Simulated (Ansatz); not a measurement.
Consider TiB2 (space group P6/mmm, No. 191; a = 3.017 Å, c = 3.185 Å). Axes: x lies along a and z along c of the hexagonal cell.

The values are results of PBEsol in Ansatz (plane waves to 420 eV, PAW, scalar-relativistic without spin-orbit coupling), not measurements.

Before the change:

- Pressure = 0.0 GPa
- Volume per atom = 8.37 Å³
- Band gap = zero

It is then changed as follows: tensile biaxial strain of 2.84 % in the plane normal to [001], as in epitaxy on a mismatched substrate; the out-of-plane cell vector and the atoms relax.

### Question
Estimate the effect on the pressure.

### Answer
The pressure (mean of the normal stresses, compression positive) goes from zero to -11.8 GPa.

### Question
Predict the new volume per atom.

### Answer
The volume per atom goes up by 0.37 Å³ (8.37 Å³ → 8.74 Å³).

### Question
What happens to the band gap?

### Answer
The band gap remains zero.

The mesh was chosen for an insulator and is coarse for the gapless case. Without a gap, meshes like the base's 13×13×10 leave anisotropic stresses uncertain by several tenths of a GPa, and small strain energies with them. Whether these cells are dynamically stable was not tested. All final runs are without spin polarisation.

Ansatz is a first-principles code.
